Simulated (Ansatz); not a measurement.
**A computed series for GaN: response to strain**

Base system: GaN in the wurtzite structure (space group P6_3mc, No. 186; a = 3.183 Å, c = 5.184 Å). Axes: x lies along a and z along c of the hexagonal cell.

Strains are applied to the cell and any free atomic positions relax; under biaxial strain the out-of-plane vector relaxes too; under stress the whole cell relaxes.

All numbers come from r2SCAN (Ansatz, a program for electronic structure; PAW; 500 eV plane waves; no SOC).

Notes on the quantities. energy relative to the base: free energy F.

```json
[
 {"change": "base", "shortest interatomic distance": "1.946 Å", "width of the top valence band": "2.85 eV", "band gap": "2.35 eV", "energy relative to the base": "0 meV/atom"},
 {"change": "biaxial strain +0.82 %, plane normal [001], relaxed out of plane", "shortest interatomic distance": "1.956 Å", "width of the top valence band": "2.79 eV", "band gap": "2.27 eV", "energy relative to the base": "–"},
 {"change": "isotropic strain +0.86 %", "shortest interatomic distance": "1.962 Å", "width of the top valence band": "…", "band gap": "…", "energy relative to the base": "…"},
 {"change": "isotropic strain +3.74 %", "shortest interatomic distance": "2.018 Å", "width of the top valence band": "2.49 eV", "band gap": "1.59 eV", "energy relative to the base": "+78 meV/atom"},
 {"change": "isotropic strain +4.11 %", "shortest interatomic distance": "2.025 Å", "width of the top valence band": "2.46 eV", "band gap": "1.51 eV", "energy relative to the base": "+93 meV/atom"},
 {"change": "uniaxial stress, 1 GPa compression along x", "shortest interatomic distance": "1.944 Å", "width of the top valence band": "–", "band gap": "2.34 eV", "energy relative to the base": "+0.1 meV/atom"}
]
```

Question: What belongs in the blanks?

Answer: 
- isotropic strain +0.86 %, width of the top valence band: 2.76 eV
- isotropic strain +0.86 %, band gap: 2.17 eV
- isotropic strain +0.86 %, energy relative to the base: +4.5 meV/atom

Beyond what the load breaks, stability against distortions was not tested.
